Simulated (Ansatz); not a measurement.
Base system: CdF$_{2}$ in the fluorite structure (space group Fm-3m, No. 225; a = 5.384 Å).

Calculations: PBEsol (Ansatz, a quantum-chemistry and plane-wave program, PAW, no spin-orbit coupling).

Strains are applied to the cell and any free atomic positions relax.

One change was made to it. Results:

```tsv
quantity	base	after
energy relative to the base (free energy F)	0 meV/atom	+8.4 meV/atom
pressure	0.00 GPa	-4.34 GPa
band gap	2.94 eV	2.79 eV
```

**Question.** Which of these changes matches the shifts?
A) isotropic strain +1.50 %
B) isotropic strain +0.50 %
C) isotropic strain +2.50 %
D) isotropic strain −2.50 %
E) isotropic strain −3.00 %

**Answer.** A, isotropic strain +1.50 %. For comparison, the band gap in the other runs: isotropic strain +2.50 % gives 2.69 eV; isotropic strain −2.50 % gives 3.21 eV; isotropic strain −3.00 % gives 3.26 eV; isotropic strain +0.50 % gives 2.89 eV.

No phonon test of stability was made.
